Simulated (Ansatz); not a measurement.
InSb (model structure, within 0.1 Å of Fm-3m, No. 225, 8 atoms in the cell), treated with PBEsol (Ansatz, a first-principles code, plane waves, PAW).

Numerical settings: plane-wave cutoff 520 eV, 6×14×12 k mesh (along the axes of the cell as run), Fermi–Dirac smearing 0.05 eV, scalar-relativistic PAW data made under PBE.

Cell (relaxed at this level):

```cif
data_In4Sb4
_chemical_formula_sum 'In4 Sb4'
_space_group_name_H-M_alt 'P 1'
_space_group_IT_number 1
_cell_length_a 12.06077
_cell_length_b 4.24342
_cell_length_c 4.29399
_cell_angle_alpha 90.000
_cell_angle_beta 90.000
_cell_angle_gamma 90.000
loop_
_space_group_symop_operation_xyz
  'x, y, z'
loop_
_atom_site_label
_atom_site_type_symbol
_atom_site_fract_x
_atom_site_fract_y
_atom_site_fract_z
_atom_site_occupancy
In1 In 0.12501 0.25000 0.24971 1
In2 In 0.37499 0.75000 0.74971 1
In3 In 0.87499 0.75000 0.75029 1
In4 In 0.62501 0.25000 0.25029 1
Sb1 Sb 0.87499 0.25000 0.25031 1
Sb2 Sb 0.62501 0.75000 0.75031 1
Sb3 Sb 0.12501 0.75000 0.74969 1
Sb4 Sb 0.37499 0.25000 0.24969 1
```

Q: Predict the bulk modulus.

A: 
- bulk modulus = 56.5 GPa

The run finds no gap.

Note: the bulk modulus is −V dP/dV from two relaxed cells at ±2 % in volume.

Spin–orbit coupling is not included; it can open a gap where bands touch, and shift volumes and moduli.

Cost on a shared machine: around 80 core-minutes (rough).

A model structure was made by putting elements into a prototype or built by hand; it is no filed structure, need not be a known phase, and can be a saddle point held by its symmetry.
